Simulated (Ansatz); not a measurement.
**Sensitivity of a calculation on the (100) slab of Ta (cut from a parent of space group no. 191; 6 atoms in the cell) to its settings**

```
CELL_PARAMETERS angstrom
      2.84402     0.00000     0.00000
      0.00000     4.67599     0.00000
      0.00000     0.00000    18.74920
ATOMIC_POSITIONS crystal
  Ta 0.00000 0.58333 0.46400
  Ta 0.50000 0.58333 0.32001
  Ta 0.50000 0.08333 0.39201
  Ta 0.00000 0.08333 0.67999
  Ta 0.50000 0.08333 0.53600
  Ta 0.50000 0.58333 0.60799
```

Base run A: PBE run with Ansatz (a program for electronic structure), self-consistent single point.

Its settings: basis.ecutwfc = 420 eV; kpoints.mp_grid.grid = 12 8 1; hamiltonian.xc = pbe; hamiltonian.pseudopotentials = {kind: paw} (the program's default PAW files); scf.occupations.method = methfessel_paxton; scf.occupations.width = 0.272 eV.

The starting cell was generated: these elements placed on a structure prototype, without a prior relaxation; it need not be a known phase or ordering of this composition. The slab is cut from that crystal, and its faces are unrelaxed. Spin-orbit coupling is off. Spin polarisation is off. The two faces of this cut differ, and no dipole correction was used. In the base run, forces exceed 1 eV/Å.

ΔF is the free energy per atom less that of run A. A dash stands where there is no value to compare (another energy zero or no entropy term, no result, no spin, no clean gap, or a mesh too coarse for one). Absolute energies have different zeros for different potentials, functionals, Hubbard and dispersion terms and are not compared across them.

Run A gave: largest force (eV/Å) 1.407; k-points 35.

Runs:
- B: scf.convergence.dr2_threshold: default (1e-07 eV) → 1e-06 eV
- C: vacuum of 15 angstrom (first run: 12 Å)
- D: scf.occupations.width: 0.272 eV → 0.15 eV
- E: kpoints.mp_grid.grid: 12 8 1 → 11 7 1; scf.occupations.width: 0.272 eV → 0.03 eV
- F: scf.occupations.method: methfessel_paxton → cold; scf.occupations.width: 0.272 eV → 0.2 eV
- G: hamiltonian.dispersion: default → d4 [PBE-D4]
- H: scf.mixing.preconditioner: default (the program chose LDOS) → kerker_dos

Task: What does run D change against A?

Result: The free energy goes up by 1.2 meV/atom and the largest force goes from 1.407 to 1.370 eV/Å.

Task: What does run E change against A?

Result: The free energy stays essentially unchanged (within 1 meV/atom) and the largest force goes from 1.407 to 1.356 eV/Å.

```
run  ΔF (meV/atom)  largest force (eV/Å)  k-points
---  -------------  --------------------  --------
A             0.00                 1.407        35
B             0.00                 1.407        35
C             0.01                 1.407        35
D             1.17                 1.370        35
E             0.80                 1.356        24
F             0.86                 1.378        35
G                –                 1.345        35
H             0.00                 1.407        35
```

Keys are those of Ansatz 0.2.
